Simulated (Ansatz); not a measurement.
**BP: energy against strain**

BP (zinc blende, F-43m, 11.545 Å³/atom at rest) under an equal strain ε in the (001) plane with the normal axis free, as in a coherent film. PBEsol in Ansatz, a plane-wave DFT program (PAW, default set), 420 eV, 13×13×13 Γ-centred mesh, Fermi-Dirac smearing 0.05 eV; ions are relaxed within the symmetry of each cell.

Here s stands for strain and y for E less E0.

| strain (%) | E less E0 (meV/atom) |
|---|---|
| -3.00 | ? |
| -1.50 | 6.50 |
| -1.00 | 2.86 |
| -0.50 | 0.70 |
| 0.00 | 0.00 |
| 0.50 | 0.70 |
| 1.00 | 2.75 |
| 1.50 | 6.14 |

The 7 complete rows are fitted with a parabola, y against s. Least squares gives y = -0.002 - 0.0929·s + 2.8095·s². Residuals (row less fit): 0.041, -0.040, -0.047, 0.002, 0.046, 0.035, -0.040; standard error 0.051 (degrees of freedom: 4). Twice the quadratic coefficient over the volume, 2 × 2.8095 meV × 10⁴ × 0.1602 / 11.545 Å³, is twice the biaxial elastic modulus of this plane = 780 ± 6 GPa.

Q: What does the fit predict for y at s = -3.00, and how far is the calculated value from it?

A: y = -0.002 - 0.0929 × (-3.0) + 2.8095 × (-3.0)² = 25.562 meV/atom. The calculation gives 26.79 meV/atom, 1.228 meV/atom above the prediction (4.6 % of the range of y in the table). The row lies outside the fitted rows, so this is an extrapolation. From the scatter of the fitted rows alone, a prediction at this place has a standard error of 0.196 meV/atom, so the miss is 6.3 times that.

One order more, fitted to all 13 runs of the series, follows each within 0.01, so the miss is the next term of a smooth law. Rows are the converged runs of the series near zero and its far end; series whose fitted rows scatter by over a few per cent of the range, as at a crossing or softening among them, aren't shown in this form. Most that stay on the fit to the last digits aren't either.
